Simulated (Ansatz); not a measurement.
CoPtO2 under a change: uniaxial stress, 8 GPa compression along x

Base system: CoPtO2 (space group R-3m, No. 166; a = 2.8088 Å, c = 17.7162 Å (hexagonal axes); non-magnetic). Axes: x lies along a and z along c of the hexagonal cell.

Perturbation: uniaxial stress, 8 GPa compression along x; all other stress components relax to zero.

Computed with DFT with PBEsol, PAW potentials and a 420 eV plane-wave cutoff in Ansatz (a program for electronic structure), spin-orbit coupling left out. Settings: 17×17×17 k-points, 0.05 eV Fermi–Dirac smearing.

The volume per atom shrinks by 0.12 Å³ to 9.97 Å³ and the space group becomes C2/m (No. 12) (base: R-3m (No. 166)). The shortest interatomic distance drops by 0.010 Å (1.887 Å → 1.877 Å) and the energy grows by 6.4 meV/atom. The band gap stays zero and the strain response (xx, yy, zz) is (−2.58, +1.00, +0.44) % (rough).

Without a gap, meshes like the base's 17×17×17 leave anisotropic stresses uncertain by several tenths of a GPa, and small strain energies with them. Stability under load was not tested beyond the relaxation. Starting moments died away, wholly or in part, for the base; another magnetic solution may exist. No Hubbard U is applied and the magnetic state is the run's own (CoPtO2 not spin-polarised; CoPtO2 non-magnetic); other magnetic orders, which need larger cells, were not tried and can change the gap. All final runs are without spin polarisation. An odd electron count without spin: CoPtO2.
